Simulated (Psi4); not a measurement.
Psi4 1.11, unrestricted BP86/def2-svp: [CH2]N(C)C, charge 0, multiplicity 2, 12 atoms. The geometry is a generated start, not checked to be a minimum at this level.

task: energy
method: bp86
basis: def2-svp
memory: 3 GB
maxiter: 100
keys of the molecule block: symmetry c1
scf_type: df (default)
e_convergence: 1e-06 (default)
d_convergence: 1e-06 (default)
dft_radial_points: 75 (default)
dft_spherical_points: 302 (default)
basis functions: 96
grid points: 256245

```xyz
12

C     -0.1272     1.4025     0.5899
N      0.0504     0.2727    -0.1877
C      1.2299    -0.5231     0.0325
C     -1.1166    -0.4837    -0.5617
H     -1.1153     1.7738     0.7591
H      0.7116     1.8016     1.1217
H      1.1179    -1.2109     0.8852
H      2.0781     0.1304     0.2263
H      1.4397    -1.1175    -0.8585
H     -1.9382     0.1972    -0.7711
H     -0.8969    -1.0601    -1.4624
H     -1.4333    -1.1828     0.2266
```

Charge 0 and multiplicity 2 are set for this test and not shown to be the ground state.

With the defaults (diis = true, scf_initial_accelerator = adiis, damping_percentage = 0, soscf = false, soscf_start_convergence = 0.01, guess = auto, which took SAD, diis_max_vecs = 10, level_shift = 0, level_shift_cutoff = 0.01, diis_start = 1) it converges in 9 SCF iterations. One run each on 2 threads, with these changes:
- diis_max_vecs = 3
- soscf = true, soscf_start_convergence = 0.001
- guess = sap
- damping_percentage = 20
- diis_start = 4
- level_shift = 0.5, level_shift_cutoff = 0.001
- damping_percentage = 60
- diis = false, scf_initial_accelerator = none, damping_percentage = 60
- guess = core

### Question
Which runs fail or end elsewhere than the default run?

### Answer
No convergence: diis = false, scf_initial_accelerator = none, damping_percentage = 60 (the run ends without SCF convergence in 100 iterations). The rest reach the solution of the defaults.

```
setting                                                                SCF iterations  JK calls             end
---------------------------------------------------------------------  --------------  --------  --------------
soscf = true, soscf_start_convergence = 0.001                                       8        19   same solution
the defaults                                                                        9        10   same solution
level_shift = 0.5, level_shift_cutoff = 0.001                                      10        11   same solution
guess = sap                                                                        10        10   same solution
guess = core                                                                       12        12   same solution
diis_start = 4                                                                     15        16   same solution
damping_percentage = 20                                                            19        20   same solution
diis_max_vecs = 3                                                                  21        22   same solution
damping_percentage = 60                                                            55        56   same solution
diis = false, scf_initial_accelerator = none, damping_percentage = 60             100       101  no convergence
```

An SOSCF iteration holds several JK calls; a Hückel guess adds calls on atoms.
